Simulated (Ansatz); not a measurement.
The decay constant κ of evanescent states in the gap governs leakage through a thin film.

Here is the system:

```xyz
4
Lattice="3.1889 0.0000 0.0000 -1.5945 2.7617 0.0000 0.0000 0.0000 5.1924" Properties=species:S:1:pos:R:3 pbc="T T T"
Ga     1.5945     0.9206     2.5914
Ga     0.0000     1.8411     5.1876
N      1.5945     0.9206     4.5481
N      0.0000     1.8411     1.9519
```

The cell is taken as given; by r2SCAN it stands under a pressure of -1.0 GPa.

Transport runs along the normal of the first two printed cell vectors, the (001) plane of the conventional cell.

The gap is the functional's own, uncorrected, and κ follows it; spin-orbit coupling is left out. Mid-gap means the computed energy nearest the middle.

Problem. Predict the band gap and the smallest decay constant κ at mid-gap from r2SCAN (Ansatz, a first-principles code).

Solution. Gap 2.31 eV on a 12×12×6 mesh; κ = 0.155 1/Å, at the zone centre.
